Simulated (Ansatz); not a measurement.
## What tensor shear ε_xy = +0.27 % does to Rh

The reference is Rh in the fcc (Cu type) structure (space group Fm-3m, No. 225; a = 3.8015 Å; relaxed with 0.1 eV smearing). Axes: x, y, z lie along the cube axes.

Now apply this change: tensor shear ε_xy = +0.27 % (engineering shear γ = 0.0054); the atoms relax in the strained cell.

The values are results of r2SCAN (Ansatz, an electronic-structure program, PAW, without spin-orbit coupling), not measurements. Γ-centred 30×30×30 mesh, Fermi–Dirac width 0.1 eV.

- Volume per atom = 13.73 Å³ (base 13.73 Å³)
- Space group = Immm (No. 71) (base Fm-3m (No. 225))
- Shortest interatomic distance = 2.681 Å (base 2.688 Å)
- Energy relative to the base (free energy F) = +0.2 meV/atom
- Pressure (mean of the normal stresses, compression positive) = 0.0 GPa (base 0.0 GPa)
- Band gap = zero (base zero)
- Stress (xx, yy, zz, yz, xz, xy; compression positive) = (0.0, 0.0, 0.0, 0.0, 0.0, -1.1) GPa

Cost of the whole job for the changed cell (relaxation, final SCF and bands): roughly 90 core-seconds.

Whether these cells are dynamically stable was not tested. The final runs are not spin-polarised.
